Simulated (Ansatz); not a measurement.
FeBr3 (R-3, No. 148; cell taken from a computed entry) was calculated with PBE0 in Ansatz (plane waves, PAW).

Run with plane-wave cutoff 500 eV, 4×4×4 k mesh, gaussian smearing 0.02 eV, spin-polarised start, scalar-relativistic PAW data made under PBE.

Cell (relaxed with r²SCAN):

Space group R-3, hexagonal axes (No. 148); a = 6.485 Å, b = 6.485 Å, c = 19.236 Å, α = 90.00°, β = 90.00°, γ = 120.00°

```csv
atom,site,symmetry,x,y,z
Fe,6c,3.,0.0000,0.0000,0.3336
Br,18f,1,0.3586,0.0004,0.0763
```
(The calculation used a cell of 8 atoms; values per cell refer to that cell.)

**Question.** Predict the band gap.

**Answer.** 
- band gap: 3.02 eV (on the SCF k mesh)

Note: the magnetic order was assumed, not searched for or taken from measurement; a magnet's gap depends somewhat on the PAW data; the cell comes from a level without a dispersion term, which matters for the spacing of layers, chains or molecules; cell and atoms aren't relaxed at this level (largest force component 0.08 eV/Å); the cell has widely spaced layers and the level no dispersion term, so their spacing and the moduli can rest on weak binding.

Spin–orbit coupling is not included.

The computed numbers hold no vibrational or temperature effects.

Ansatz is a first-principles code.
